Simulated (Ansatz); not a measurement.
The reference is P in the black-P type structure (space group Cmce, No. 64; layered, stacked along the Cartesian y axis).

P is modelled in the orthorhombic space group Cmce (No. 64), Pearson symbol oS8. Cell: a = 3.3224 Å, b = 10.1950 Å, c = 4.1630 Å, α = β = γ = 90.00°. P on 8f is coordinated by 3 P at 2.227–2.250 Å (trigonal pyramidal). (Neighbours: up to the widest gap in distance over summed covalent radii, below 1.35, at either atom.)
(The calculation used a cell of 4 atoms; values per cell refer to that cell.)

All numbers come from Ansatz (an electronic-structure program), PBE-D3(BJ), PAW, cutoff 420 eV, scalar-relativistic without spin-orbit coupling.

Base values:

| Property | Value |
|---|---|
| Volume per atom | 17.63 Å³ |
| Band gap | zero |

One thing is altered: cell and atoms relaxed at a pressure of 3 GPa.

Predict the new volume per atom.

The volume per atom drops by 1.64 Å³ (17.63 Å³ → 15.99 Å³).

What happens to the band gap?

The band gap remains zero.

Load acts through the strain it causes; cell and atoms are relaxed under it. No phonon test of stability was made. A zero or small gap of P can be the functional's error rather than a property of the material.
